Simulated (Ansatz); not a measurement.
Given:

```xyz
2
Lattice="0.0000 1.7279 1.7279 1.7279 0.0000 1.7279 1.7279 1.7279 0.0000" Properties=species:S:1:pos:R:3 pbc="T T T"
C      0.0000     0.0000     0.0000
C      0.8639     0.8639     0.8639
```

Computed with PBE, rigid bands (plane waves, PAW, scalar-relativistic; Ansatz, a program for electronic structure). Condition of this run: hydrostatic pressure of 44 GPa (compression positive) (the target of the relaxation). Cell: cell and atoms relaxed with PBEsol, then loaded as said.

**Question.** What conductivity effective mass do dilute electrons have at 300 K?

**Answer.** 0.41 mₑ.

**Question.** What conductivity effective mass do dilute holes have at 300 K?

**Answer.** 0.50 mₑ.

**Question.** And the band gap?

**Answer.** 4.35 eV at this level; semilocal functionals usually fall short of the measured gap.

Rigid bands, one relaxation time for all states, no polarons. Spin-orbit coupling is left out. Geometry: cell and atoms relaxed with PBEsol.
